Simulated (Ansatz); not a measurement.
## How the lattice constant a of InAs (model structure, started from the CsCl type, Pm-3m, No. 221, 2 atoms in the cell) moves with the method

No measured value is used here.

```
level (code)           value (Å)
---------------------  ---------
LDA (Ansatz)                   ?
PBE (Ansatz)               3.578
PBEsol (Ansatz)                ?
PBE-D3(BJ) (Ansatz)        3.521
r²SCAN (Ansatz)            3.545
r²SCAN+rVV10 (Ansatz)      3.525
```

Complete the blanks.


- LDA (Ansatz, an electronic-structure program), value (Å): 3.479
- PBEsol (Ansatz), value (Å): 3.509

Cutoffs differ between the levels. Ansatz's density-functional and Hartree–Fock values are scalar-relativistic unless marked +SOC, with PAW data made under PBE.

A model structure was made by putting elements into a prototype or built by hand; it is no filed structure, need not be a known phase, and can be a saddle point held by its symmetry.
